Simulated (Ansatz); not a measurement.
A self-consistent single point of BaSn3Au (I4mm, 5 atoms in the cell) with Ansatz (a first-principles code).

Level of theory: LDA (PW92), default PAW files made with PBE (plane waves; Ansatz).

The change in words: lattice scaled by 0.98; basis.ecutwfc: 420 eV → 460 eV. Reference geometry:
```xyz
5
Lattice="-2.5225 2.5225 5.5773 2.5225 -2.5225 5.5773 2.5225 2.5225 -5.5773" Properties=species:S:1:pos:R:3 pbc="T T T"
Ba     0.0000     0.0000     0.0531
Sn     0.0000     0.0000     6.7071
Sn     0.0000     2.5225     2.7836
Sn     2.5225     0.0000     2.7836
Au     0.0000     0.0000     3.9847
```

Reference input (self-consistent single point, DFT, LDA (PW92), plane waves, default PAW files made with PBE): basis.ecutwfc = 420 eV; kpoints.mp_grid.grid = 5 5 5; hamiltonian.xc = lda; hamiltonian.pseudopotentials = {kind: paw} (the program's default PAW files); scf.occupations.method = fermi_dirac; scf.occupations.width = 0.1 eV. This run's input differs from it in these lines:

Ansatz 0.2 input:
```diff
@@ -3,5 +3,5 @@
   lattice:
-    - [-2.522529, 2.522529, 5.577278]
-    - [2.522529, -2.522529, 5.577278]
-    - [2.522529, 2.522529, -5.577278]
+    - [-2.472078, 2.472078, 5.465732]
+    - [2.472078, -2.472078, 5.465732]
+    - [2.472078, 2.472078, -5.465732]
   atoms:
@@ -13,3 +13,3 @@
 basis:
-  ecutwfc: 420.0
+  ecutwfc: 460.0
 kpoints:
```

Output, abridged:

```
SCF iter   1: F=—  HF=-36286.042145 eV  |F-HF|=—  |Δ(HF+E_count)|=         —  Δρ=6.03e-3  dr2=3.38e-2  ethr=1.77e-3  ⟨swp⟩=9.1  Hψ=3688  notcnv=0
all-band conjugate gradients solve this SCF's bands
preconditioner: auto → Kerker (q_TF=auto, 2.455 Å⁻¹)
SCF iter   2: F=—  HF=-36286.031854 eV  |F-HF|=—  |Δ(HF+E_count)|=   1.03e-2  Δρ=2.97e-3  dr2=1.16e-2  ethr=4.77e-5  ⟨swp⟩=2.4  Hψ=1352  notcnv=0
   [... lines left out ...]
SCF iter   5: F=—  HF=-36286.027771 eV  |F-HF|=—  |Δ(HF+E_count)|=   5.74e-5  Δρ=1.18e-4  dr2=2.46e-5  ethr=3.25e-7  ⟨swp⟩=2.1  Hψ=1415  notcnv=0
SCF iter   6: F=—  HF=-36286.027749 eV  |F-HF|=—  |Δ(HF+E_count)|=   2.21e-5  Δρ=2.52e-5  dr2=1.53e-6  ethr=3.47e-8  ⟨swp⟩=2.0  Hψ=1403  notcnv=0
SCF iter   7: F=—  HF=-36286.027749 eV  |F-HF|=—  |Δ(HF+E_count)|=   2.36e-7  Δρ=8.20e-6  dr2=1.47e-7  ethr=2.15e-9  ⟨swp⟩=2.0  Hψ=1108  notcnv=0
SCF iter   8: F=-36286.027749 eV  HF=-36286.027749 eV  |F-HF|=6.97e-9  |Δ(HF+E_count)|=   3.05e-8  Δρ=2.45e-6  dr2=1.31e-8  ethr=1.41e-10  ⟨swp⟩=7.7  Hψ=4126  notcnv=0
SCF 1 converged in 8 iterations: F = -36286.027749 eV  dr2 = 1.31e-8
Free energy (F): -36286.027749 eV
Internal energy: -36285.955968 eV  (E = F + TS)
E sigma→0 (E₀):  -36285.991858 eV
Entropy (-TS):   -0.071781 eV (-14.356 meV/atom)
Fermi energy:    12.338404 eV
--- Forces (eV/Å), atoms counted from 1 ---
  atom   1  Ba     0.00000000    -0.00000000    -0.10739732
  atom   2  Sn     0.00000000    -0.00000000    -0.23058748
  atom   3  Sn     0.00000000     0.00000000     0.12812374
  atom   4  Sn    -0.00000000    -0.00000000     0.12812374
  atom   5  Au    -0.00000000     0.00000000     0.08168504
--- Stress (GPa, compression-positive) ---
        0.798838       0.000000       0.000000
        0.000000       0.798838       0.000000
       -0.000000       0.000000       0.253895
  P = ⅓ Tr σ = 0.6172 GPa (6.172 kbar)
  The stress holds the Pulay correction. Without it, at fixed plane waves, as pw.x and ABINIT print it: P = 0.6024 GPa
```

The run converged in 8 iterations. Against the reference run the free energy drops by 13.0 meV/atom, the pressure goes from -2.81 to 0.62 GPa and the largest force hardly changes (0.229 to 0.231 eV/Å).

The starting cell comes from a database of computed structures (which also holds hypothetical and non-ambient phases and stackings), without a prior relaxation at this level. Its lattice was rescaled by up to half a per cent. One atom was moved a little off its site on purpose. For this run, on top of that: lattice scaled by 0.98. Ansatz's pressure includes its estimate of the finite-basis (Pulay) stress.
